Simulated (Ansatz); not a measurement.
Here is the system:

```xyz
8
Lattice="4.0112 0.0000 0.0000 2.0056 3.4738 0.0000 0.0000 0.0000 28.7896" Properties=species:S:1:pos:R:3 pbc="T T T"
Se     4.0112     2.3159     7.4850
In     2.0056     1.1579     8.7575
In     2.0056     1.1579    11.5433
Se     4.0112     2.3159    12.8151
Se     2.0056     1.1579    15.9745
In     4.0112     2.3159    17.2463
In     4.0112     2.3159    20.0321
Se     2.0056     1.1579    21.3046
```

No spin polarisation.

Calculations: r2SCAN+rVV10 (Ansatz, a first-principles code), no spin-orbit coupling. Γ-centred 10×10×1 mesh, Fermi–Dirac width 0.05 eV. The cell is a slab with vacuum along z.

### Question
Predict the smallest direct gap, electron mass, band gap and gap character.

### Answer
The smallest direct gap is 1.56 eV, the electron mass (in plane) is 0.17 mₑ (at Γ) and the band gap is 1.53 eV. The gap character is indirect, k = (0, 0.100, 0) in the run's primitive reciprocal basis → Γ.

Effective masses come from finite differences of ±0.01 Å⁻¹. No phonon test of stability was made. The cell was made from InSe in the beta-GaS type structure (space group P6_3/mmc, No. 194; layered, stacked along the Cartesian z axis) by this change: a free-standing slab of 2 layers (8 atoms, 4 a layer) is cut normal to the stacking axis, with 15 Å of vacuum and the in-plane cell relaxed.
